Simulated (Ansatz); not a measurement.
**Response to strain in BN**

Start from BN in the zinc blende structure (space group F-43m, No. 216; a = 3.610 Å). Axes: x, y, z lie along the cube axes.

Strains are applied to the cell and any free atomic positions relax; under biaxial strain the out-of-plane vector relaxes too.

The values are results of r2SCAN/PAW in Ansatz (an electronic-structure program), no spin-orbit coupling, not measurements.

| biaxial strain, plane normal [001], relaxed out of plane (%) | out-of-plane strain (%) |
|---|---|
| -3 | 1.26 |
| -2.5 | 1.05 |
| -2 | 0.85 |
| -1.5 | ? |
| -1 | 0.43 |
| -0.5 | 0.21 |
| 0 | 0.00 |

Q: Fit ε⊥ = −νε + γε² (strains in %) to the rows shown and predict the withheld row.

A: Least squares on the printed values gives ν = 0.43 (the biaxial Poisson response) and γ = -0.004 (largest residual 0.00 %); this predicts 0.64 %, and the run gives 0.64 %, in agreement.

Whether these cells are dynamically stable was not tested.
